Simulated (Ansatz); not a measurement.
The reference is PbS in the rock salt structure (space group Fm-3m, No. 225; a = 6.0092 Å).

Method: PBE/PAW in Ansatz (an electronic-structure program), no spin-orbit coupling.

One change was made to it. Results:

The width of the top valence band grows by 0.09 eV, from 3.16 eV to 3.25 eV; the band gap falls by 0.04 eV to 0.45 eV; the density rises by 0.10 g/cm³ to 7.42 g/cm³.

Task: Name the change that was made.
A. pressure 3 GPa
B. pressure 7.5 GPa
C. pressure 1.5 GPa
D. pressure 0.7 GPa

Result: D, pressure 0.7 GPa. For comparison, the band gap in the other runs: pressure 1.5 GPa gives 0.40 eV; pressure 7.5 GPa gives 0.06 eV; pressure 3 GPa gives 0.31 eV.

Spin-orbit coupling, missing from the scalar runs, can matter with Pb. Load acts through the strain it causes; cell and atoms are relaxed under it. No phonon test of stability was made. No other phases were tried under pressure. The base started in P3_121 and relaxed to Fm-3m at this level. The zero or small gap of PbS under pressure 7.5 GPa can change with the level of theory.
